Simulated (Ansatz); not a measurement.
Consider the energy change from cell B to cell A (4 F replaced by Cl, in a slab cell with four atoms a plane). Reaction: cell B + 2 Cl2 (gas) → cell A + 2 F2 (gas). Negative: the products are lower in energy.

Cell A: a slab of Si (diamond, Fd-3m) cut along (100), 36 atoms, square cell of 7.74 Å (59.8 Å²), symmetry Pmm2 within 0.02 Å, 9.6 Å thick under 16 Å of vacuum, in-plane vectors held at the crystal's; planes from bottom to top: H8 | Si4 × 6 | Cl4, its two faces unlike (dipole correction applied); added, foreign or displaced atoms, above the top plane and below the bottom plane: two times Si2Cl2 bound through Si to 2 Si at 2.36 Å; eight times H bound to 1 Si at 1.48 Å; spin state with PBE: run without spin, k-point mesh 3×3×1.
```
CELL_PARAMETERS angstrom
      7.73573     0.00000     0.00000
      0.00000     7.73573     0.00000
      0.00000     0.00000    25.53224
ATOMIC_POSITIONS crystal
  Si 0.00000 0.99165 0.34977
  Si 0.00000 0.50835 0.34977
  Si 0.50000 0.99165 0.34977
  Si 0.50000 0.50835 0.34977
  Si 0.25000 0.99090 0.40215
  Si 0.25000 0.50910 0.40215
  Si 0.75000 0.99090 0.40215
  Si 0.75000 0.50910 0.40215
  Si 0.25000 0.25000 0.45085
  Si 0.25000 0.75000 0.45972
  Si 0.75000 0.25000 0.45085
  Si 0.75000 0.75000 0.45972
  Si 0.00000 0.25000 0.50315
  Si 0.00000 0.75000 0.51394
  Si 0.50000 0.25000 0.50315
  Si 0.50000 0.75000 0.51394
  Si 0.00000 0.01320 0.56192
  Si 0.00000 0.48680 0.56192
  Si 0.50000 0.01320 0.56192
  Si 0.50000 0.48680 0.56192
  Si 0.25000 0.09319 0.60928
  Si 0.25000 0.40681 0.60928
  Si 0.75000 0.09319 0.60928
  Si 0.75000 0.40681 0.60928
  H  0.00000 0.15152 0.31803
  H  0.00000 0.85604 0.30895
  H  0.00000 0.64396 0.30895
  H  0.00000 0.34848 0.31803
  H  0.50000 0.15152 0.31803
  H  0.50000 0.85604 0.30895
  H  0.50000 0.64396 0.30895
  H  0.50000 0.34848 0.31803
  Cl 0.25000 0.00249 0.68569
  Cl 0.25000 0.49751 0.68569
  Cl 0.75000 0.00249 0.68569
  Cl 0.75000 0.49751 0.68569
```

Cell B: a slab of Si (diamond, Fd-3m) cut along (100), 36 atoms, square cell of 7.74 Å (59.8 Å²), symmetry Pmm2 within 0.02 Å, 9.2 Å thick under 16 Å of vacuum, in-plane vectors held at the crystal's; planes from bottom to top: H8 | Si4 × 6 | F4, its two faces unlike (dipole correction applied); added, foreign or displaced atoms, above the top plane and below the bottom plane: two times Si2F2 bound through Si to 2 Si at 2.36 Å; eight times H bound to 1 Si at 1.48 Å; spin state with PBE: run without spin, k-point mesh 3×3×1.
```
FH2Si6
1.0
    7.73573     0.00000     0.00000
    0.00000     7.73573     0.00000
    0.00000     0.00000    25.10634
Si H F
24 8 4
Direct
  0.00000   0.99277   0.35577
  0.00000   0.50723   0.35577
  0.50000   0.99277   0.35577
  0.50000   0.50723   0.35577
  0.25000   0.99201   0.40906
  0.25000   0.50799   0.40906
  0.75000   0.99201   0.40906
  0.75000   0.50799   0.40906
  0.25000   0.25000   0.45910
  0.25000   0.75000   0.46709
  0.75000   0.25000   0.45910
  0.75000   0.75000   0.46709
  0.00000   0.25000   0.51242
  0.00000   0.75000   0.52210
  0.50000   0.25000   0.51242
  0.50000   0.75000   0.52210
  0.00000   0.01125   0.57166
  0.00000   0.48875   0.57166
  0.50000   0.01125   0.57166
  0.50000   0.48875   0.57166
  0.25000   0.09285   0.61942
  0.25000   0.40715   0.61942
  0.75000   0.09285   0.61942
  0.75000   0.40715   0.61942
  0.00000   0.15117   0.32282
  0.00000   0.85536   0.31483
  0.00000   0.64464   0.31483
  0.00000   0.34883   0.32282
  0.50000   0.15117   0.32282
  0.50000   0.85536   0.31483
  0.50000   0.64464   0.31483
  0.50000   0.34883   0.32282
  0.25000   0.02046   0.67998
  0.25000   0.47954   0.67998
  0.75000   0.02046   0.67998
  0.75000   0.47954   0.67998
```

Reference: an isolated F2 molecule (singlet) in a box of 11 × 11 × 13 Å.

Reference: an isolated Cl2 molecule (singlet) in a box of 11 × 11 × 14 Å.

All numbers come from Ansatz (an electronic-structure program), plane waves with PAW, its default PAW set, cutoff 420 eV, 500 eV for r2SCAN. The structures are at rest with PBE, within the held lattices; other levels are single points on them. HSE06 runs on coarser k-point meshes, mended by the PBE difference between the two meshes. Neutral cells; Fermi-Dirac smearing of at most 0.05 eV in the solids, energies taken to zero width. The lattices are those relaxed with PBE, so at other levels the solids can be strained, which adds to the spread. Larger cells are relaxed from a start prepared with the learned potential CHGNet, on a coarser mesh till forces fall under 0.03 eV/Å, which some starts already meet. A dispersion term (D3(BJ), or D4 for r2SCAN) was computed beside these levels and is taken off wherever the name lacks it. Nuclei at rest; no vibrational terms. Cells are local rest points, mostly with their start's symmetry. No correction for cell size. Cell A has symmetry Pmm2 within 0.02 Å and got no random move, so less symmetric positions, which may lie lower, weren't tried. Cell B has symmetry Pmm2 within 0.02 Å and got no random move, so less symmetric positions, which may lie lower, weren't tried.

Give the value at the level PBE.

8.15 eV, for cell B + 2 Cl2 (gas) → cell A + 2 F2 (gas).

List the value at the remaining levels and say how far they part.


```tsv
Method	value (eV)	less PBE
r2SCAN	8.28	0.13
HSE06	8.48	0.33
```

The levels shown span 0.33 eV, from PBE (8.15) to HSE06 (8.48).
